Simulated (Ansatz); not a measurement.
Start from AlAs in the zinc blende structure (space group F-43m, No. 216; a = 5.728 Å).

Calculations: DFT with PBE, PAW potentials and a 420 eV plane-wave cutoff in Ansatz (a quantum-chemistry and plane-wave program), no spin-orbit coupling.

For the base:

* **Hole mass**: 0.11, 0.49, 0.49 mₑ (at Γ)

It is then changed as follows: hydrostatic tension (pressure −1 GPa).

Estimate the effect on the hole mass and mean gap deformation potential ΔEg/Δln V.

The hole mass (degenerate bands, along [100]) becomes 0.10, 0.50, 0.50 mₑ (at Γ) (base: 0.11, 0.49, 0.49 mₑ (at Γ)); the mean gap deformation potential ΔEg/Δln V amounts to +1.6 eV.

Load acts through the strain it causes; cell and atoms are relaxed under it. Effective masses come from finite differences of ±0.01 Å⁻¹. Stability against distortions was not tested.
